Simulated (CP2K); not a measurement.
Band structure of CuAgO₂ (Pmmm, 4 atoms in the cell).

```yaml
crystal:
  lattice:
    - [2.83362, 0.00000, 0.00000]
    - [0.00000, 3.37435, 0.00000]
    - [0.00000, 0.00000, 5.43715]
  atoms:
    - { symbol: Cu, position: [0.50000, 0.50000, 0.50000] }
    - { symbol: Ag, position: [0.00000, 0.00000, 0.00000] }
    - { symbol: O, position: [0.00000, 0.50000, 0.27085] }
    - { symbol: O, position: [0.00000, 0.50000, 0.72915] }
```

Computed with PBEsol, GPW, DZVP-MOLOPT-SR-GTH basis, GTH-PBE potentials (GTH_POTENTIALS) (CP2K).

Settings: CUTOFF = 600 Ry; REL_CUTOFF = 60 Ry; SMEAR/METHOD = FERMI_DIRAC; ELECTRONIC_TEMPERATURE = 1160.45 K; KPOINTS/SCHEME = MONKHORST-PACK 10 9 6; GAMMA_CENTERED = T; XC_FUNCTIONAL = PBE:PBESOL; Cu/BASIS_SET = DZVP-MOLOPT-SR-GTH; Cu/POTENTIAL = GTH-PBE-q11; Ag/BASIS_SET = DZVP-MOLOPT-SR-GTH; Ag/POTENTIAL = GTH-PBE-q11; O/BASIS_SET = DZVP-MOLOPT-SR-GTH; O/POTENTIAL = GTH-PBE-q6; METHOD = GPW.

The starting cell comes from a database of computed structures (which also holds hypothetical and non-ambient phases and stackings), without a prior relaxation at this level. Its lattice was rescaled by a random factor within 2.5 % of one. Spin polarisation is off, so a magnetic state, if there is one, cannot be reached. Values carry the incompleteness of an atom-centred basis. The potentials were made for another functional than the one used. The run gives no clean gap (levels at the Fermi energy touch, overlap or are partly filled at this smearing), which alone does not show that the compound is a metal.

Levels in eV from the Fermi level, bands 14 to 19:
```
point     14     15     16     17     18    19
-----  -----  -----  -----  -----  -----  ----
Γ      -2.75  -2.36  -2.15   0.45   0.88  1.02
X      -2.65  -1.47  -1.30   0.11   0.45  3.97
S      -2.77  -2.13  -1.66  -0.63   1.15  2.73
Y      -1.91  -1.88  -1.65  -0.19   0.88  3.90
Z      -2.54  -1.92  -1.40  -0.53   0.74  2.81
U      -2.54  -2.29  -1.99   0.42   0.45  4.04
R      -1.79  -1.57  -1.14  -0.97  -0.12  4.20
T      -2.63  -2.26  -2.05  -0.78   1.03  4.66
```

Bands cross the Fermi level along this path, so the cell is metallic at this level.

Higher empty bands are left out: an atom-centred basis made for the valence describes them poorly.
